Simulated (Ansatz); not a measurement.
We consider PbSe (within 0.1 Å of I4/mmm, No. 139, 4 atoms in the cell; start mp-22009; a measured phase of this formula has another space group), described by r²SCAN+rVV10 in Ansatz (PAW).

Numerical settings: plane-wave cutoff 500 eV, 10×10×10 k mesh, Fermi–Dirac smearing 0.05 eV, scalar-relativistic PAW data made under PBE.

Cell (relaxed at this level):

```
CELL_PARAMETERS angstrom
      0.00000     6.53868     3.07381
      3.07382     0.00000     3.07381
      3.07382     6.53868     0.00000
ATOMIC_POSITIONS crystal
  Pb 0.13235 0.85076 0.14924
  Pb 0.85076 0.13235 0.86765
  Se 0.63743 0.34545 0.65455
  Se 0.34545 0.63743 0.36257
```

### Question
Give the computed band gap.

### Answer

* **band gap**: 0.72 eV (on the SCF k mesh)

Spin–orbit coupling is not included; with these elements it can move the gap by several tenths of an eV or more.

Computed values are for the static lattice.

It cost very roughly 90 core-minutes of CPU time.

A start named mp-… is a Materials Project structure, which need not be a measured phase.

Ansatz is a program for electronic structure.
